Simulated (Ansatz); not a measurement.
A hypothetical phase is included: elements placed on a structure type, which no database files for this compound.

The decay constant κ of evanescent states in the gap governs leakage through a thin film.

Data:

```
CELL_PARAMETERS angstrom
      4.42052     0.00000     0.00000
      0.00000     6.25157     0.00000
      0.00000     3.12578     3.12578
ATOMIC_POSITIONS crystal
  B  0.50000 0.75000 0.25000
  B  0.00000 0.50000 0.75000
  B  0.00000 0.50000 0.25000
  B  0.50000 0.25000 0.75000
  B  0.25000 0.00000 0.50000
  B  0.75000 0.00000 0.50000
  N  0.00000 0.75000 0.75000
  N  0.50000 0.00000 0.25000
  N  0.50000 0.00000 0.75000
  N  0.00000 0.25000 0.25000
  N  0.25000 0.50000 0.50000
  N  0.75000 0.50000 0.50000
```

The cell was relaxed by PBE-D3(BJ).

Transport runs along the normal of the first two printed cell vectors, the (110) plane of the conventional cell.

The gap is the functional's own, uncorrected, and κ follows it; spin-orbit coupling is left out. Mid-gap means the computed energy nearest the middle.

Task: Predict the band gap and the smallest decay constant κ at mid-gap from r2SCAN (Ansatz, a quantum-chemistry and plane-wave program).

Result: Gap 4.76 eV on a 10×10×10 mesh; κ = 0.440 1/Å, at the zone centre.
